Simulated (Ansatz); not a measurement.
## Response to strain in Mg2Sn

Take Mg$_{2}$Sn (space group Fm-3m, No. 225; a = 6.818 Å; relaxed with 0.1 eV smearing) as the base.

Strains are applied to the cell and any free atomic positions relax.

Level of theory: Ansatz (a program for electronic structure), PBE, PAW, cutoff 420 eV, scalar-relativistic without spin-orbit coupling.

Notes on the quantities. energy relative to the base: free energy F.

```json
[
 {"variant": "base", "energy relative to the base": "0 meV/atom", "shortest interatomic distance": "2.952 Å", "pressure": "0.0 GPa"},
 {"variant": "isotropic strain −3.00 %", "energy relative to the base": "+30 meV/atom", "shortest interatomic distance": "2.864 Å", "pressure": "4.5 GPa"},
 {"variant": "isotropic strain −2.50 %", "energy relative to the base": "+20 meV/atom", "shortest interatomic distance": "2.878 Å", "pressure": "3.6 GPa"},
 {"variant": "isotropic strain −2.00 %", "energy relative to the base": "+13 meV/atom", "shortest interatomic distance": "2.893 Å", "pressure": "2.8 GPa"},
 {"variant": "isotropic strain −1.00 %", "energy relative to the base": "+3.1 meV/atom", "shortest interatomic distance": "2.923 Å", "pressure": "1.3 GPa"},
 {"variant": "isotropic strain +0.50 %", "energy relative to the base": "+0.7 meV/atom", "shortest interatomic distance": "2.967 Å", "pressure": "-0.6 GPa"},
 {"variant": "isotropic strain +1.00 %", "energy relative to the base": "+2.9 meV/atom", "shortest interatomic distance": "2.982 Å", "pressure": "-1.1 GPa"},
 {"variant": "isotropic strain +2.00 %", "energy relative to the base": "?", "shortest interatomic distance": "3.011 Å", "pressure": "?"},
 {"variant": "isotropic strain +2.50 %", "energy relative to the base": "+17 meV/atom", "shortest interatomic distance": "3.026 Å", "pressure": "-2.5 GPa"},
 {"variant": "isotropic strain +3.00 %", "energy relative to the base": "+24 meV/atom", "shortest interatomic distance": "3.041 Å", "pressure": "-2.9 GPa"}
]
```

Question: Fill in the withheld entries from the trend.

Answer: 
- isotropic strain +2.00 %, energy relative to the base: +11 meV/atom
- isotropic strain +2.00 %, pressure: -2.1 GPa

No phonon test of stability was made.
